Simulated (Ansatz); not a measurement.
WPt3 (model structure, started from the Cu3Au type, Pm-3m, No. 221, 4 atoms in the cell) was calculated with LDA (Ansatz, a quantum-chemistry and plane-wave program, PAW).

Run with plane-wave cutoff 520 eV, 14×14×14 k mesh, Fermi–Dirac smearing 0.05 eV, no spin polarisation, scalar-relativistic PAW data made under PBE.

Cell (relaxed at this level):

```
Pt3W
1.0
    3.89972     0.00000     0.00000
    0.00000     3.89972     0.00000
    0.00000     0.00000     3.89972
Pt W
3 1
Direct
  0.00000   0.50000   0.50000
  0.50000   0.50000   0.00000
  0.50000   0.00000   0.50000
  0.00000   0.00000   0.00000
```

### Question
Predict the bulk modulus B0.

### Answer

- bulk modulus B0: 324 GPa

Note: the run has no spin polarisation, so it can have missed a magnetic state; the bulk modulus is −V dP/dV from two relaxed cells at ±2 % in volume; the relaxation could raise the start's symmetry but not lower it, so the cell can be a saddle point.

Spin–orbit coupling is not included.

Computed values are for the static lattice.

The result took very roughly 90 core-seconds.

A model structure was made by putting elements into a prototype or built by hand; it is no filed structure, need not be a known phase, and can be a saddle point held by its symmetry.
